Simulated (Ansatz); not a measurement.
We consider Al2O3 (model structure, started from the Al2S3 type, Amm2, No. 38, 10 atoms in the cell), described by PBEsol in Ansatz (plane waves, PAW).

Run with plane-wave cutoff 520 eV, 8×8×8 k mesh, Fermi–Dirac smearing 0.01 eV, scalar-relativistic PAW data made under PBE.

Computed at the level's own relaxed cell.

```yaml
crystal:
  lattice:
    - [5.02103, -2.66311, 0.04851]
    - [5.02103, 2.66311, 0.04851]
    - [-3.21855, 0.00000, 4.63810]
  atoms:
    - { symbol: Al, position: [0.08825, 0.08825, 0.57156] }
    - { symbol: Al, position: [0.08825, 0.08825, 0.07156] }
    - { symbol: Al, position: [0.74319, 0.74319, 0.47650] }
    - { symbol: Al, position: [0.74319, 0.74319, 0.97650] }
    - { symbol: O, position: [0.90521, 0.35280, 0.86232] }
    - { symbol: O, position: [0.35280, 0.90521, 0.36232] }
    - { symbol: O, position: [0.86904, 0.86904, 0.85235] }
    - { symbol: O, position: [0.86904, 0.86904, 0.35235] }
    - { symbol: O, position: [0.35281, 0.90521, 0.86231] }
    - { symbol: O, position: [0.90521, 0.35281, 0.36231] }
```

Problem. List the 32 lowest band energies at Γ above −25 eV (eV, relative to the valence band maximum), grouping those that round alike.

Solution. At Γ: -18.54, -17.29, -17.06 (×2), -16.54, -16.06, -7.03, -6.45, -6.22, -4.16, -4.05, -3.89 (×2), -2.89, -2.63, -2.01, -1.60, -1.38, -1.37, -1.17, -1.10, -1.05, -0.04, 0.00, 4.01, 6.27, 7.49, 7.78, 8.19, 9.40, 9.64, 9.69.

Note: the relaxation could raise the start's symmetry but not lower it, so the cell can be a saddle point.

A model structure was made by putting elements into a prototype or built by hand; it is no filed structure, need not be a known phase, and can be a saddle point held by its symmetry.

Ansatz is a first-principles code.
